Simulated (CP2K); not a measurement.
## Input and output of a self-consistent single point for Ag₃As (P6_3/mmc, 8 atoms in the cell) (CP2K)

Method of the run: LDA (Pade form), GPW, DZVP-MOLOPT-SR-GTH basis, GTH-PADE potentials (GTH_POTENTIALS) in CP2K 2026.2.

Input:

```
&GLOBAL
  PROJECT bulk
  RUN_TYPE ENERGY_FORCE
  PRINT_LEVEL MEDIUM
&END GLOBAL
&FORCE_EVAL
  METHOD Quickstep
  STRESS_TENSOR ANALYTICAL
  &DFT
    BASIS_SET_FILE_NAME BASIS_MOLOPT
    POTENTIAL_FILE_NAME GTH_POTENTIALS
    &QS
      METHOD GPW
      EPS_DEFAULT 1E-11
    &END QS
    &MGRID
      CUTOFF 500
      REL_CUTOFF 40
      NGRIDS 5
    &END MGRID
    &SCF
      SCF_GUESS ATOMIC
      EPS_SCF 1E-6
      MAX_SCF 100
      ADDED_MOS 13
      &DIAGONALIZATION
        ALGORITHM STANDARD
      &END DIAGONALIZATION
      &MIXING
        METHOD BROYDEN_MIXING
        ALPHA 0.3
        NBUFFER 8
        BETA 1.5
      &END MIXING
      &SMEAR ON
        METHOD FERMI_DIRAC
        ELECTRONIC_TEMPERATURE [K] 1160.45
      &END SMEAR
    &END SCF
    &KPOINTS
      SCHEME MONKHORST-PACK 4 4 4
      GAMMA_CENTERED T
    &END KPOINTS
    &XC
      &XC_FUNCTIONAL PADE
      &END XC_FUNCTIONAL
    &END XC
    &PRINT
      &MO
        EIGENVALUES T
        OCCUPATION_NUMBERS T
        NDIGITS 8
        FILENAME mo
        &EACH
          QS_SCF 0
        &END EACH
        ADD_LAST NUMERIC
      &END MO
      &MULLIKEN ON
      &END MULLIKEN
    &END PRINT
  &END DFT
  &SUBSYS
    &CELL
      ABC 5.94004000 5.94004040 4.80041000
      ALPHA_BETA_GAMMA 90.00000000 90.00000000 119.99999778
      PERIODIC XYZ
    &END CELL
    &COORD
      Ag       1.48446055     0.85705377     3.60030750
      Ag       1.48555945     4.28717223     1.20010250
      Ag       0.00000000     1.71410755     1.20010250
      Ag       2.97002000     3.43011845     3.60030750
      Ag       4.45557945     0.85705377     3.60030750
      Ag      -1.48555945     4.28717223     1.20010250
      As       2.97002297     1.71474029     1.20010250
      As      -0.00000297     3.42948571     3.60030750
    &END COORD
    &KIND Ag
      BASIS_SET DZVP-MOLOPT-SR-GTH
      POTENTIAL GTH-PADE-q11
    &END KIND
    &KIND As
      BASIS_SET DZVP-MOLOPT-SR-GTH
      POTENTIAL GTH-PADE-q5
    &END KIND
  &END SUBSYS
  &PRINT
    &FORCES ON
    &END FORCES
    &STRESS_TENSOR ON
    &END STRESS_TENSOR
  &END PRINT
&END FORCE_EVAL
```

Log, with long lists cut:

```
 GLOBAL| Method name                                                        CP2K
 GLOBAL| Project name                                                       bulk
 GLOBAL| Run type                                                   ENERGY_FORCE

 CELL| Volume [angstrom^3]:                                           146.685688
 CELL| Vector a [angstrom]:       5.940     0.000     0.000   |a| =     5.940040
 CELL| Vector b [angstrom]:      -2.970     5.144     0.000   |b| =     5.940040
 CELL| Vector c [angstrom]:       0.000     0.000     4.800   |c| =     4.800410
 CELL| Angle (b,c), alpha [degree]:                                    90.000000
 CELL| Angle (a,c), beta  [degree]:                                    90.000000
 CELL| Angle (a,b), gamma [degree]:                                   119.999998
 CELL| Numerically orthorhombic:                                              NO
 CELL| Periodicity                                                           XYZ

 DFT| Spin restricted Kohn-Sham (RKS) calculation                            RKS
 DFT| Multiplicity                                                             1
 DFT| Number of spin states                                                    1
 DFT| Charge                                                                   0
 DFT| XC density smoothing                                                  NONE
 DFT| XC derivatives                                                          PW

 QS| Method:                                                                 GPW
 QS| Density plane wave grid type                        NON-SPHERICAL FULLSPACE
 QS| Number of grid levels:                                                    5
 QS| Density cutoff [a.u.]:                                                250.0
 QS| Multi grid cutoff [a.u.]: 1) grid level                               250.0
   [... lines left out ...]
 BRILLOUIN| Wavefunction type                                            COMPLEX
 BRILLOUIN| List of Kpoints [2 Pi/Bohr]                                       36
 BRILLOUIN| Number           Weight            X              Y              Z
 BRILLOUIN|     1           0.03125       -0.25000       -0.25000       -0.25000
 BRILLOUIN|     2           0.03125       -0.25000       -0.25000        0.00000
 BRILLOUIN|     3           0.03125       -0.25000       -0.25000        0.25000
   [... 33 lines left out ...]
 *******************************************************************************

 Extrapolation method: initial_guess

 Re-scaling the density matrix to get the right number of electrons
                  # Electrons              Trace(P)               Scaling factor
                           76                76.000                        1.000

 Number of electrons:                                                         76
 Number of occupied orbitals:                                                 38
 Number of molecular orbitals:                                                51

 Number of orbital functions:                                                176
 Number of independent orbital functions:                                    176
 SCF WAVEFUNCTION OPTIMIZATION

  Step     Update method      Time    Convergence         Total energy    Change
     1 NoMix/Diag. 0.30E+00      -     0.52545193      -234.8366332014 -2.35E+02
     2 Broy./Diag. 0.30E+00      -     0.20821553      -241.5067340345 -6.67E+00
     3 Broy./Diag. 0.30E+00      -     0.28269036      -237.7024091972  3.80E+00
     4 Broy./Diag. 0.30E+00      -     0.03658169      -234.7830024025  2.92E+00
     5 Broy./Diag. 0.30E+00      -     0.00741637      -234.4808019951  3.02E-01
     6 Broy./Diag. 0.30E+00      -     0.00589112      -234.5715918433 -9.08E-02
     7 Broy./Diag. 0.30E+00      -     0.00156811      -234.6179998803 -4.64E-02
   [... 4 lines left out ...]
    12 Broy./Diag. 0.30E+00      -     0.00000653      -234.5939259035  1.19E-04
    13 Broy./Diag. 0.30E+00      -     0.00001087      -234.5939664279 -4.05E-05
    14 Broy./Diag. 0.30E+00      -     0.00000245      -234.5939545625  1.19E-05
    15 Broy./Diag. 0.30E+00      -     0.00000145      -234.5939434421  1.11E-05
    16 Broy./Diag. 0.30E+00      -     0.00000066      -234.5939387957  4.65E-06
  *** SCF run converged in    16 steps ***

  Electronic density on regular grids:        -75.9999999994        0.0000000006
  Core density on regular grids:               75.9999999987       -0.0000000013
  Total charge density on r-space grids:       -0.0000000007
  Total charge density g-space grids:          -0.0000000007

  Overlap energy of the core charge distribution:               0.00000000218963
  Self energy of the core charge distribution:               -386.42418136312426
  Core Hamiltonian energy:                                    126.45114146307456
  Hartree energy:                                              62.69480518925352
  Exchange-correlation energy:                                -37.31192100087090
  Electronic entropic energy:                                  -0.00378308555692
  Fermi energy:                                                 0.25208530760631

  Total energy:                                              -234.59393879570470
  Total energy (extrapolated to T->0):                       -234.59204725292625

                     Mulliken Population Analysis

 #  Atom  Element  Kind  Atomic population                           Net charge
       1     Ag       1         11.060130                             -0.060130
       2     Ag       1         11.060146                             -0.060146
       3     Ag       1         11.060135                             -0.060135
       4     Ag       1         11.060134                             -0.060134
       5     Ag       1         11.060142                             -0.060142
       6     Ag       1         11.060131                             -0.060131
       7     As       2          4.819591                              0.180409
       8     As       2          4.819591                              0.180409
 # Total charge                             76.000000                  0.000000

 ENERGY| Total FORCE_EVAL ( QS ) energy [hartree]           -234.593940701511542

 FORCES| Atomic forces [hartree/bohr]
 FORCES|   Atom     x               y               z               |f|
 FORCES|      1 -1.42061902E-03 -8.19925677E-04 -1.16617114E-08   1.64025501E-03
 FORCES|      2  1.42060624E-03  8.19916796E-04  1.16617123E-08   1.64023951E-03
 FORCES|      3  1.74489954E-07 -1.64023450E-03  1.16617001E-08   1.64023451E-03
 FORCES|      4 -1.62131521E-07  1.64022973E-03 -1.16617090E-08   1.64022974E-03
 FORCES|      5  1.42014738E-03 -8.19890809E-04 -1.16602119E-08   1.63982912E-03
 FORCES|      6 -1.42015719E-03  8.19910312E-04  1.16602196E-08   1.63984736E-03
 FORCES|      7 -4.98601986E-08 -2.41058333E-08  5.50092657E-10   5.53844130E-08
 FORCES|      8  6.00746024E-08  1.82542647E-08 -5.50105852E-10   6.27891603E-08
 FORCES| Sum    -1.32540000E-11  2.06311461E-12 -1.34792177E-14
 FORCES| Total atomic force                                       1.34136177E-11

 STRESS| Analytical stress tensor [bar]
 STRESS|                        x                   y                   z
 STRESS|      x       -8.81704403011E+04   1.12673980436E+01   1.08612753041E-08
 STRESS|      y        1.12673980436E+01  -8.81573494584E+04  -5.33879328132E-07
 STRESS|      z        1.08612753041E-08  -5.33879328132E-07  -8.91648104907E+04
 STRESS| 1/3 Trace                                            -8.84975334167E+04
```

The run converged in 16 iterations.

The starting cell comes from a database of computed structures (which also holds hypothetical and non-ambient phases and stackings), without a prior relaxation at this level. Values carry the incompleteness of an atom-centred basis. With a pressure of about -9 GPa the cell is away from its equilibrium volume at this level. The run gives no clean gap (levels at the Fermi energy touch, overlap or are partly filled at this smearing), which alone does not show that the compound is a metal.

Cost on one core of a shared machine: roughly 3 min.
